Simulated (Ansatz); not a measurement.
Consider BN in the zinc blende structure (space group F-43m, No. 216).

```yaml
crystal:
  lattice:
    - [0.00000, 1.81234, 1.81234]
    - [1.81234, 0.00000, 1.81234]
    - [1.81234, 1.81234, 0.00000]
  atoms:
    - { symbol: B, position: [0.00000, 0.00000, 0.00000] }
    - { symbol: N, position: [0.25000, 0.25000, 0.25000] }
```

Method: PBE in Ansatz (plane waves to 420 eV, PAW, no spin-orbit coupling).

For the base:

* **Shortest interatomic distance**: 1.570 Å
* **Smallest direct gap**: 8.79 eV
* **Electron mass**: 0.91 mₑ along k, 0.30 mₑ across (at X)

The change: cell and atoms relaxed at a pressure of 30 GPa.

Question: What does the calculation give for the shortest interatomic distance after the change?

Answer: The shortest interatomic distance falls by 0.037 Å (1.570 Å → 1.533 Å).

Question: Estimate the effect on the smallest direct gap.

Answer: The smallest direct gap goes up by 0.34 eV (8.79 eV → 9.13 eV).

Question: What does the calculation give for the electron mass after the change?

Answer: The electron mass goes from 0.91 mₑ along k, 0.30 mₑ across (at X) to 0.89 mₑ along k, 0.30 mₑ across (at X).

Load acts through the strain it causes; cell and atoms are relaxed under it. Effective masses come from finite differences of ±0.01 Å⁻¹. Along k means along the line from Γ to the band edge. Stability against distortions was not tested. No other phases were tried under pressure.

Ansatz is a program for electronic structure.
